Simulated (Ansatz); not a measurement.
Relaxation of the outer planes of the (100) surface of rock-salt CdO in its 1x1 cell (cut with top plane Cd + O, bottom plane Cd + O), outermost plane spacing 2.38 Å in the ideal cut.

Computed with PBE (plane waves to 420 eV, PAW; Ansatz, a quantum-chemistry and plane-wave program).

Model: 12-atom slab, Cd6O6, 11.9 Å thick at the start, 8x8x1 mesh, Fermi-Dirac 0.025 eV, dipole correction, all atoms relaxed; symmetry of the start imposed; no spin (no spin-polarised run to compare, though such a face may carry moments), no spin-orbit, no U. The slab shows no gap on its mesh.

```json
[
 {"plane": "1", "atoms": "Cd + O", "bulk spacing to the next (Å)": "2.384", "relaxed spacing (Å)": "2.373", "change (%)": "-0.5", "rumpling (Å)": "0.02 (O outermost)"},
 {"plane": "2", "atoms": "Cd + O", "bulk spacing to the next (Å)": "2.384", "relaxed spacing (Å)": "2.384", "change (%)": "0.0", "rumpling (Å)": "0.01"}
]
```
